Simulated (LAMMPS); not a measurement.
Consider Si (diamond structure), 1000 atoms, at 200 K and 0 GPa, heated as the crystal in molecular dynamics.

Model: classical MD, pair style meam/spline, file Si_1.meam.spline; code LAMMPS.

```
r (Å)   g(r)
-----  -----
2.140  0.000
2.180  0.002
2.220  0.140
2.260   1.48
2.300   6.11
2.340   10.3
2.380   7.56
2.420   2.65
2.460  0.474
2.500  0.058
2.540  0.000
2.580  0.000
2.620  0.000
2.660  0.000
2.700  0.000
2.740  0.000
2.780  0.000
2.820  0.000
2.860  0.000
2.900  0.000
2.940  0.000
2.980  0.000
3.020  0.000
3.060  0.000
3.100  0.000
3.140  0.000
3.180  0.000
3.220  0.000
3.260  0.000
3.300  0.000
3.340  0.000
3.380  0.000
3.420  0.000
3.460  0.000
3.500  0.000
3.540  0.003
3.580  0.015
3.620  0.087
3.660  0.380
3.700   1.22
3.740   3.06
3.780   5.58
3.820   7.42
3.860   6.94
3.900   4.57
3.940   2.14
3.980  0.708
4.020  0.181
4.060  0.034
4.100  0.003
4.140  0.002
4.180  0.003
4.220  0.013
4.260  0.061
4.300  0.240
4.340  0.741
4.380   1.77
4.420   3.06
4.460   4.36
4.500   4.76
4.540   3.99
4.580   2.63
4.620   1.26
4.660  0.478
4.700  0.131
4.740  0.027
4.780  0.004
4.820  0.001
4.860  0.000
4.900  0.000
4.940  0.000
4.980  0.000
5.020  0.000
5.060  0.000
5.100  0.000
5.140  0.005
5.180  0.024
5.220  0.088
5.260  0.249
5.300  0.568
5.340   1.01
5.380   1.40
5.420   1.54
5.460   1.38
5.500  0.966
5.540  0.523
5.580  0.228
5.620  0.080
5.660  0.035
5.700  0.069
5.740  0.254
5.780  0.705
5.820   1.50
5.860   2.43
5.900   2.93
5.940   2.67
5.980   1.74
6.020  0.874
6.060  0.325
6.100  0.085
6.140  0.019
6.180  0.003
```

Main features:
- state found: crystal; no diffusion seen in 30 ps
- first peak of g(r): 2.34 Å, height 10.3
- coordination number: 4.00 (counted to 2.98 Å)
